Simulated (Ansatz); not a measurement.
Given:

```
CELL_PARAMETERS angstrom
      4.12690     0.00000     0.00000
      0.00000     4.12690     0.00000
      0.00000     0.00000     4.27185
ATOMIC_POSITIONS crystal
  Ti 0.50000 0.50000 0.46211
  Ba 0.00000 0.00000 0.94778
  O  0.50000 0.50000 0.87722
  O  0.50000 0.00000 0.40944
  O  0.00000 0.50000 0.40944
```

No spin polarisation.

The values are results of Ansatz (a first-principles code) r2SCAN, no spin-orbit coupling, earlier PAW set, not measurements. Γ-centred 8×8×8 mesh, Fermi–Dirac width 0.05 eV.

Task: Predict the width of the top valence band and band gap.

Result: 
- Width of the top valence band: 1.46 eV
- Band gap: 2.07 eV

The cells carry an imposed strain or load. No phonon test of stability was made. The final runs are not spin-polarised. The cell was made from BaTiO3 (space group P4mm, No. 99) by this change: isotropic strain +3.88 %.
